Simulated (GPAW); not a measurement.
# σxx against uniaxial strain in rock-salt MgS (space group 225): C11 (GPAW, LDA)

```
CELL_PARAMETERS angstrom
      0.00000     2.56531     2.56531
      2.52683     0.00000     2.56531
      2.52683     2.56531     0.00000
ATOMIC_POSITIONS crystal
  Mg 0.00000 0.00000 0.00000
  S  0.50000 0.50000 0.50000
```

Computed with LDA (Perdew-Wang 92), GPAW PAW datasets LDA (gpaw-data 1.0.1) (plane waves; GPAW). Settings: mode = pw; ecut = 780 eV; xc = LDA; kpts = 12 12 12; mesh shift (steps) = 0 0 0; occupations.name = fermi-dirac; occupations.width = 0.01 eV; nbands = -6; convergence.density = 1e-06 e/electron; convergence.energy = 1e-06 eV/electron; convergence.bands = -4; symmetry.symmorphic = false; symmetry.tolerance = 0.0005; maxiter = 100. The cell above is the first row's. The rows stretch one cube axis (x) by the strain ε and hold the other two. Stress is positive in tension. In all rows fractional positions and the k mesh are held.

| ε (%) | σxx (GPa) |
|---|---|
| -1.5 | ? |
| -1.0 | -1.70 |
| -0.5 | -0.80 |
| 0.0 | 0.04 |
| 0.5 | 0.83 |
| 1.0 | 1.58 |
| 1.5 | 2.28 |
| 2.0 | 2.94 |

Q: Using a parabola, estimate the missing σxx at ε = -1.5 from the other rows, showing the fit.

A: Least squares gives σxx = 0.037 + 1.6386·ε - 0.0943·ε². Residuals (row less fit): -0.004, 0.006, 0.003, -0.003, -0.001, -0.003, 0.003; standard error 0.005 (degrees of freedom: 4). The slope at ε = 0, 1.6386 GPa per cent, gives C11 ≈ 100 × 1.6386 = 164 GPa, for the static lattice. At the withheld row, σxx = 0.037 + 1.6386 × (-1.5) - 0.0943 × (-1.5)² = -2.633 GPa. The calculation gives -2.64 GPa, 0.007 GPa below the prediction (0.1 % of the range of σxx in the table). The row lies outside the fitted rows, so this is an extrapolation. From the scatter of the fitted rows alone, a prediction at this place has a standard error of 0.009 GPa, so the miss is 0.8 times that.

Carrying the step between the two nearest rows on in a straight line would have given -2.60, off by 0.04; series whose last step already gives the withheld value aren't shown. The reference cell has the volume at which an earlier scan in this program and functional put its minimum by a fit. The runs keep the symmetry of the cell, so they don't test it for distortions. The unstrained cell stands at a pressure of -0.04 GPa, and the constants belong to that pressure. By symmetry this strain leaves no force on the atoms; the largest in the rows is 0.000 eV/Å. Cutoffs and mesh are single choices, not tested for convergence of this quantity. Series with a scatter that would blur these digits, or in which a gap closes, are not shown. Strain series were run only where this level's volume lies within 10 % of a first guess from the measured size.
